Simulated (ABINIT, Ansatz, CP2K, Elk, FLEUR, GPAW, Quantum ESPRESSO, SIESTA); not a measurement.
# Code comparison for KF (Fm-3m, 2 atoms in the cell)

Self-consistent single point, at a second geometry (lattice scaled by 0.98). First geometry:

```xyz
2
Lattice="0.0000 2.6750 2.6750 2.6750 0.0000 2.6750 2.6750 2.6750 0.0000" Properties=species:S:1:pos:R:3 pbc="T T T"
K      0.0000     0.0000     0.0000
F      2.6750     2.6750     2.6750
```

Shared settings, as Ansatz (a quantum-chemistry and plane-wave program) writes them: kpoints.mp_grid.grid = 9 9 9; scf.occupations.method = fermi_dirac; scf.occupations.width = 0.01 eV. Potentials and cutoffs stand in the table.

| code | model | ΔF from the first geometry (meV/atom) | pressure (GPa) | gap on the mesh (eV) | cutoff |
|---|---|---|---|---|---|
| FLEUR | PBE, all-electron FLAPW (FLEUR), scalar-relativistic valence | 17.2 | – | 6.656 | Kmax 3.8 1/bohr |
| Elk | PBE, all-electron FP-LAPW, Elk's shipped species files, default APW+lo basis | 32.3 | – | 6.625 | rgkmax 7 |
| GPAW | PBE, GPAW PAW datasets PBE (gpaw-data 1.0.1) | 17.0 | – | 6.490 | 900 eV |
| Ansatz | PBE, default PAW files | 16.9 | 3.37 | 6.493 | default |
| Quantum ESPRESSO | PBE, SSSP 1.1.2 efficiency (PBE) pseudopotentials | 16.9 | 3.51 | 6.486 | 50 Ry |
| ABINIT | PBE, PAW (JTH v2.0 PBE PAW) | 18.6 | 3.71 | 6.482 | 24 Ha |
| CP2K | PBE, GPW, DZVP-MOLOPT-SR-GTH basis, GTH-PBE potentials (GTH_POTENTIALS) | 18.8 | 4.00 | 6.574 | grid 550 Ry |
| SIESTA | GGA PBE, numerical atomic orbitals DZP, PseudoDojo PBE standard norm-conserving potentials (rewritten from UPF to PSML) | -2.3 | 0.98 | 5.845 | grid 350 Ry |

A dash marks a value that a program does not give, or that is left out as unsure.

Gaps are read on the mesh.

The spread over the programs that give each value: ΔF from the first geometry within 34.6 meV/atom; pressure within 3.02 GPa; gap on the mesh within 0.811 eV.

CP2K and SIESTA use small atom-centred bases, whose incompleteness enters pressures, forces and empty levels differently from a plane-wave cutoff. FLEUR and Elk treat all electrons, but the usual bases taken here (sphere radii, linearisation, local orbitals, empty states) were not tested for convergence, so the values are no reference for the others. Ansatz's pressure is given at a fixed set of plane waves, as the other plane-wave codes print theirs; with its correction for the finite basis it is 3.69 GPa (the shift of 0.32 GPa shows how far the cutoff is from converged). The pressure of GPAW is left out: its cutoff lies under the one at which its stress was checked. In the pressure, SIESTA (by 2.52) lies more than 1 GPa from the median of the plane-wave programs. In the gap, FLEUR (by 0.168), Elk (by 0.137) and SIESTA (by 0.643) lie more than 0.12 eV from the median of the plane-wave programs.

The starting cell has typed, rounded lattice constants, without a prior relaxation at this level. For this run, on top of that: lattice scaled by 0.98.

Keys are those of Ansatz 0.2.
